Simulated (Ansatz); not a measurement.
An input for Ansatz (PBEsol) and the part of its output that reports the quasi-harmonic study. Lengths are of the primitive cell. The cell is a database entry relaxed within its symmetry; it need not be the phase found at ambient conditions.

Ansatz 0.2 input:
```yaml
crystal:
  lattice:
    - [4.5158978513, 0.0, 0.0]
    - [-2.2579489256, 3.9108822601, 0.0]
    - [0.0, 0.0, 2.7976180919]
  atoms:
    - { symbol: Ti, position: [0.0, 0.0, 0.0] }
    - { symbol: Ti, position: [0.3333333333, 0.6666666667, 0.5] }
    - { symbol: Ti, position: [0.6666666667, 0.3333333333, 0.5] }
kpoints:
  mp_grid: { grid: [9, 9, 12] }
hamiltonian:
  xc: pbesol
  pseudopotentials: { kind: paw }
scf:
  occupations: { method: methfessel_paxton, width: 0.15 }
phonons:
  method: dfpt
  qmesh: [3, 3, 3]
  temperatures: { t_max: 1000, t_step: 25 }
  thermal_expansion: {}
checkpoint:
  write: run
```

```
--- Thermal expansion: 16 cells in 3 rounds, 0 GPa ---
  no lower state was reached at cell 6; its state was not examined: fill_not_monotonic
  without vibrations: a 4.51484, b 4.51484, c 2.79913 Å, V 49.4127 Å³, B 119.60 GPa
  at 0 K: a 4.52034, b 4.52034, c 2.80193 Å, V 49.5828 Å³, B 118.18 GPa
  zero-point expansion: a +0.122, b +0.122, c +0.100, V +0.344 %
      T/K        a/Å        b/Å        c/Å       V/Å³ | expansion of a, b, c, V (1e-6/K)   | that of V in the mean from 25 °C | C_P, C_V (J/mol K of the cell) | B_T, B_S (GPa)
     0.00    4.52034    4.52034    2.80193    49.5828 |    0.00    0.00    0.00    0.00 |   14.73 |     0.000     0.000 |   118.18   118.18
   100.00    4.52128    4.52128    2.80211    49.6065 |    5.40    5.40    2.26   13.05 |   19.75 |    42.584    42.524 |   117.74   117.90
   200.00    4.52445    4.52445    2.80314    49.6943 |    8.01    8.01    4.59   20.61 |   21.92 |    65.250    64.954 |   116.48   117.01
   298.15    4.52821    4.52821    2.80452    49.8015 |    8.79    8.79    5.38   22.96 |       - |    72.029    71.487 |   115.09   115.96
   375.00    4.53133    4.53133    2.80572    49.8915 |    9.13    9.13    5.75   24.00 |   23.53 |    74.714    73.975 |   113.95   115.09
   475.00    4.53554    4.53554    2.80739    50.0141 |    9.47    9.47    6.12   25.05 |   24.14 |    77.040    76.030 |   112.44   113.93
   575.00    4.53992    4.53992    2.80915    50.1420 |    9.81    9.81    6.39   26.02 |   24.70 |    78.852    77.548 |   110.89   112.75
   675.00    4.54447    4.54447    2.81097    50.2751 |   10.23   10.23    6.56   27.02 |   25.24 |    80.508    78.878 |   109.30   111.56
   775.00    4.54923    4.54923    2.81283    50.4138 |   10.74   10.74    6.60   28.08 |   25.78 |    82.171    80.173 |   107.68   110.36
   875.00    4.55426    4.55426    2.81467    50.5584 |   11.37   11.37    6.48   29.22 |   26.35 |    83.919    81.508 |   106.01   109.14
  stiffness (GPa) against the strains that keep the symmetry, 3 along the crystal's axis
    without vibrations: C11 + C12 288.83, C13 60.55, C33 260.18
  the static fit leaves 0.002 meV an atom of the energies and, of the stresses, 0.000 GPa of each cell's largest along a strain (root mean squares over the cells), whose Pulay part it has at -0.023 GPa
  vibrations' free energy: its fit passes through its cells
  the electrons' free energy at temperature is in it; its fit leaves 0.0026 meV an atom at the most
  free energies summed between the sampled wave vectors
  estimated error of the fitted expansion in any direction: up to 0.634e-6/K, at 1000 K (an estimate, not a bound: it was exceeded on models of known expansion)
  by sums over the sampled wave vectors an expansion of the volume parts by up to 0.16e-6/K
  by a static energy of one degree less an expansion of the volume parts by up to 0.00e-6/K
  the FFT grids of the static calculations differ: 36 × 36 × 20, 36 × 36 × 24
```

Warnings of the run: completed_step_reentered, occupations_restored, phonon_interpolation_lacks_quadrupole_term, relax_continuation, seed_accepted, thermal_expansion_settings, resumed_after_interruption.

Whether this phase is the stable one at each condition was not tested.

The PAW data sets were generated under PBE and serve the other functionals too.

Ansatz is an electronic-structure program.
